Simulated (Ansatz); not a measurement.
An Ansatz (an electronic-structure program) input (plane-wave PAW DFT at the PBEsol level (Ansatz, 420 eV), no SOC):

Ansatz 0.2 input:
```yaml
crystal:
  lattice:
    - [-2.7856422408, 2.7856422408, 2.869211508]
    - [2.7856422408, -2.7856422408, 2.869211508]
    - [2.7856422408, 2.7856422408, -2.869211508]
  atoms:
    - { symbol: Rb, position: [0, 0, 0] }
basis: { ecutwfc: 420, ecutrho_ratio: 4, xc_grid: 2, fft_grid_basis: typed }
kpoints: { mp_grid: { grid: [17, 17, 17] } }
hamiltonian:
  xc: pbesol
  dispersion: none
  pseudopotentials: { kind: paw }
scf: { occupations: { method: fermi_dirac, width: 0.1 }, convergence: { dr2_threshold: 0.0000000001 } }
relax: { f_tol: 0.005, max_steps: 50 }
output: { forces: true, stress: true }
checkpoint: { write: state.ck, write_every: 1000 }
```

**Question.** Which symmetry and how many k-points will the program report, and about how many plane waves at Γ?

**Answer.** Space group I4/mmm (ITA 139) with 16 operations, k-points 405 of 4913, and 1761 plane waves at Γ.

The cells carry an imposed strain or load. Whether these cells are dynamically stable was not tested. The cell was made from Rb in the bcc (W type) structure (space group Im-3m, No. 229) by this change: uniaxial strain ε_zz = +3.00 %.
